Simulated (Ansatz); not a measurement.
Results of PBEsol (Ansatz, a first-principles code, PAW) for Ca(OH)2 (P-3m1, No. 164).

Settings: plane-wave cutoff 520 eV, 12×12×8 k mesh (along the axes of the cell as run), Fermi–Dirac smearing 0.01 eV, scalar-relativistic PAW data made under PBE.

Shape and atoms are relaxed at each volume.

The direct gap at Γ against volume; x = 100 ln(V/10.472 Å³). One gap is withheld.

```csv
V (Å³/atom),x,gap (eV)
10.053,-4.08,4.353
10.262,-2.03,4.271
10.472,0.00,4.194
10.681,1.98,4.120
10.891,3.92,?
```

**Question.** Fit a straight line to the rows shown, give the volume deformation potential and predict the withheld gap.

**Answer.** Means of the 4 rows: x̄ = -1.032, ȳ = 4.2345 eV. Σ(x − x̄)(y − ȳ) = -0.7843 and Σ(x − x̄)² = 20.423, so the slope is -0.0384 eV per unit of x, and dE_g/d ln V = -3.8 eV. At x = 3.92: 4.2345 + (-0.0384) × (3.92 − (-1.032)) = 4.044 eV. The run gives 4.049 eV, 0.005 eV above the line, as the curve bends the same way over all rows.

Note: the relaxation could not lower the start's symmetry, so the cell can be a saddle point above a distorted one; the bulk modulus comes from volumes at which shape and atoms were relaxed.
